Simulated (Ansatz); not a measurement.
Base system: ZnGeP₂ in the chalcopyrite structure (space group I-42d, No. 122).

```
ZnGeP2
1.0
   -2.74995     2.74995     5.42220
    2.74995    -2.74995     5.42220
    2.74995     2.74995    -5.42220
Zn Ge P
2 2 4
Direct
  0.75000   0.25000   0.50000
  0.00000   0.00000   0.00000
  0.25000   0.75000   0.50000
  0.50000   0.50000   0.00000
  0.12838   0.12500   0.50338
  0.62162   0.62500   0.49662
  0.37500   0.87162   0.99662
  0.87500   0.37838   0.00338
```

The values are results of Ansatz (a first-principles code) PBE, no SOC, not measurements.

Carriers are added at fixed cell with a uniform background; the Fermi–Dirac width is that of 300 K.

One change was made to it. Results:

| quantity | base | after |
|---|---|---|
| gap between the host's bands | 1.14 eV | 1.21 eV |
| Fermi level relative to the doped band's edge (positive inside the band; to 0.05 eV) | – | +0.80 eV |
| gap character | indirect, Γ → X | direct at Γ |

**Question.** Which of these changes matches the shifts?
(A) electrons 3.0×10^21 cm⁻³
(B) electrons 1.0×10^22 cm⁻³
(C) holes 1.0×10^22 cm⁻³
(D) holes 3.0×10^21 cm⁻³

**Answer.** C, holes 1.0×10^22 cm⁻³. For comparison, the gap between the host's bands in the other runs: electrons 3.0×10^21 cm⁻³ gives 1.07 eV; holes 3.0×10^21 cm⁻³ gives 1.16 eV; electrons 1.0×10^22 cm⁻³ gives 0.88 eV.

Charged cell with a jellium background: band edges are those of the host's band count, energies are not comparable with the neutral cell, and many-body gap narrowing is missing. No phonon test of stability was made.
